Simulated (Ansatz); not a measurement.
# Response to strain in WC

The parent structure is WC (space group P-6m2, No. 187; relaxed with 0.1 eV smearing).

```yaml
crystal:
  lattice:
    - [2.89911, 0.00000, 0.00000]
    - [-1.44955, 2.51070, 0.00000]
    - [0.00000, 0.00000, 2.82680]
  atoms:
    - { symbol: W, position: [0.00000, 0.00000, 0.00000] }
    - { symbol: C, position: [0.33333, 0.66667, 0.50000] }
```

Cartesian axes are those of the cell as printed.

Strains are applied to the cell and any free atomic positions relax.

Computed with PBEsol/PAW in Ansatz (a quantum-chemistry and plane-wave program), spin-orbit coupling left out.

Notes on the quantities. energy relative to the base: free energy F; pressure: mean of the normal stresses, compression positive.

```json
[
 {"case": "base", "energy relative to the base": "0 meV/atom", "volume per atom": "10.29 Å³", "pressure": "0.0 GPa"},
 {"case": "uniaxial strain ε_zz = −3.00 %", "energy relative to the base": "+30 meV/atom", "volume per atom": "9.98 Å³", "pressure": "15.0 GPa"},
 {"case": "uniaxial strain ε_zz = −2.50 %", "energy relative to the base": "+21 meV/atom", "volume per atom": "10.03 Å³", "pressure": "12.3 GPa"},
 {"case": "uniaxial strain ε_zz = −1.50 %", "energy relative to the base": "+7.4 meV/atom", "volume per atom": "10.13 Å³", "pressure": "7.2 GPa"},
 {"case": "uniaxial strain ε_zz = −1.00 %", "energy relative to the base": "(withheld)", "volume per atom": "10.18 Å³", "pressure": "(withheld)"},
 {"case": "uniaxial strain ε_zz = −0.50 %", "energy relative to the base": "+0.8 meV/atom", "volume per atom": "10.24 Å³", "pressure": "2.3 GPa"},
 {"case": "uniaxial strain ε_zz = +0.50 %", "energy relative to the base": "+0.8 meV/atom", "volume per atom": "10.34 Å³", "pressure": "-2.2 GPa"},
 {"case": "uniaxial strain ε_zz = +1.00 %", "energy relative to the base": "+3.1 meV/atom", "volume per atom": "10.39 Å³", "pressure": "-4.4 GPa"},
 {"case": "uniaxial strain ε_zz = +1.50 %", "energy relative to the base": "+6.9 meV/atom", "volume per atom": "10.44 Å³", "pressure": "-6.5 GPa"},
 {"case": "uniaxial strain ε_zz = +3.00 %", "energy relative to the base": "+27 meV/atom", "volume per atom": "10.60 Å³", "pressure": "-12.3 GPa"}
]
```

Task: Fill in the withheld entries from the trend.

Result: 
- uniaxial strain ε_zz = −1.00 %, energy relative to the base: +3.2 meV/atom
- uniaxial strain ε_zz = −1.00 %, pressure: 4.7 GPa

Whether these cells are dynamically stable was not tested. All final runs are without spin polarisation.
